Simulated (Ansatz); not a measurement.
**The (211) surface of fcc Ag in its 1x1 cell, outermost plane spacing 0.85 Å in the ideal cut**

All values below come from r2SCAN, at the PBE geometry (plane waves to 500 eV, PAW; Ansatz, a program for electronic structure).

Model: 13-atom slab, 10.2 Å thick at the start (thin: gaps and levels are the slab's own), 13x6x1 mesh, Fermi-Dirac 0.1 eV, dipole correction, single point; on the structure that PBE left under its start's symmetry; no spin, no spin-orbit, no U.

```yaml
surface energy (mean of both faces): 1.04 J/m^2
work_function_of_the_top_face: 4.17 eV
cost: about 7 core-minutes (a rough figure)
```
